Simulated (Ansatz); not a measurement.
**CO on the 1x1 (10-10) surface of wurtzite GaN (cut with top plane Ga + N), one in a 2x1 cell, started at the site 'hollow Ga'**

Host crystal: wurtzite GaN, with a band gap (PBE, scalar-relativistic without spin-orbit coupling).

Computed with HSE06, at the PBE geometry (plane waves to 420 eV, PAW; Ansatz, a quantum-chemistry and plane-wave program).

Model: 34-atom slab, 9.3 Å thick at the start under the adsorbate (thin: gaps and levels are the slab's own), 3x3x1 mesh, Fermi-Dirac 0.01 eV, dipole correction, single point; no symmetry held, on the structure that PBE left; no spin, no spin-orbit, no U, no dispersion correction. At the end it is bonded to Ga + N. In PBE it is, or lies within 0.03 eV of, the lowest of the starts that converged; the order may differ at this level.

The adsorption energy against CO(g) at the same level is -0.54 eV, the change of the step from the bottom to the top vacuum level, against the clean slab comes out as 1.74 eV and the height of the binding atom over the mean of the host atoms within 0.3 Å of the top one comes out as 1.122 Å. The nearest host atoms of the binding atom is N at 1.44 Å, Ga at 2.28 Å, Ga at 2.71 Å and the note is in the relaxation the adsorbate left its starting site by 0.9 Å. The cost is roughly 80 core-minutes.

A negative adsorption energy means that the adsorbate is more stable on the surface than in its reference.
